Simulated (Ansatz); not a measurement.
**BaAu$_{2}$ (P6/mmm): resistivity and electron-phonon coupling**

Given:

```
CELL_PARAMETERS angstrom
      4.78739     0.00000     0.00000
     -2.39370     4.14600     0.00000
      0.00000     0.00000     4.09382
ATOMIC_POSITIONS crystal
  Ba 0.00000 0.00000 0.00000
  Au 0.66667 0.33333 0.50000
  Au 0.33333 0.66667 0.50000
```

All values below come from PBEsol, DFPT electron-phonon coupling, linearised Boltzmann equation (plane waves, PAW, scalar-relativistic; Ansatz, a quantum-chemistry and plane-wave program). Cell: relaxed with this functional, without spin-orbit coupling.

```yaml
resistivity at 300 K: 15.4 (x), 15.4 (y), 32 (z) μΩ·cm
resistivity at 77 K: 3.6 (x), 3.6 (y), 7.4 (z) μΩ·cm
electron mean free path at 300 K (weighted by the current that each state carries): 12.9 (x), 12.9 (y), 12.5 (z) nm
density of states at the Fermi level: 0.45 states/(eV·spin·cell)
drude_plasma_energy: 4.7 (x), 4.7 (y), 3.3 (z) eV
```

A metal at this level (no band gap). Only scattering by harmonic phonons is included (no impurities, grain boundaries, electron-electron scattering or thermal expansion). Spin-orbit coupling is left out, which matters with elements this heavy. The squared frequency of the phonon mode least converged on the k mesh is uncertain by about 23 %. Halving the electron mesh (20x20x20) moves the resistivity by up to 8 % at 300 K, the mean free path by up to 4 %. Smearing 0.20 eV; phonons on a 4x4x4 q mesh, which this run doesn't test and which matters most at low temperature.

Formula and space group known from diffraction (Crystallography Open Database), not checked to be the room-temperature form: BaAu2 (P6/mmm).
